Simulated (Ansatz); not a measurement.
## BeRh (model structure, started from the CuAu type, Pm-3m, No. 221, 2 atoms in the cell)

The numbers are results of LDA in Ansatz (plane waves, PAW), not measurements.

Numerical settings: plane-wave cutoff 520 eV, 22×22×16 k mesh (along the axes of the cell as run), Fermi–Dirac smearing 0.05 eV, no spin polarisation, scalar-relativistic PAW data made under PBE.

Cell (relaxed at this level):

```cif
data_BeRh
_chemical_formula_sum 'Be1 Rh1'
_space_group_name_H-M_alt 'P 1'
_space_group_IT_number 1
_cell_length_a 2.73086
_cell_length_b 2.73086
_cell_length_c 2.73052
_cell_angle_alpha 90.000
_cell_angle_beta 90.000
_cell_angle_gamma 90.000
loop_
_space_group_symop_operation_xyz
  'x, y, z'
loop_
_atom_site_label
_atom_site_type_symbol
_atom_site_fract_x
_atom_site_fract_y
_atom_site_fract_z
_atom_site_occupancy
Be1 Be 0.50000 0.50000 0.50000 1
Rh1 Rh 0.00000 0.00000 0.00000 1
```

| Item | Value |
|---|---|
| bulk modulus | 244 GPa |

Note: the run has no spin polarisation, so it can have missed a magnetic state; the bulk modulus is −V dP/dV from two relaxed cells at ±2 % in volume; the relaxation could raise the start's symmetry but not lower it, so the cell can be a saddle point.

A model structure was made by putting elements into a prototype or built by hand; it is no filed structure, need not be a known phase, and can be a saddle point held by its symmetry.

Ansatz is an electronic-structure program.
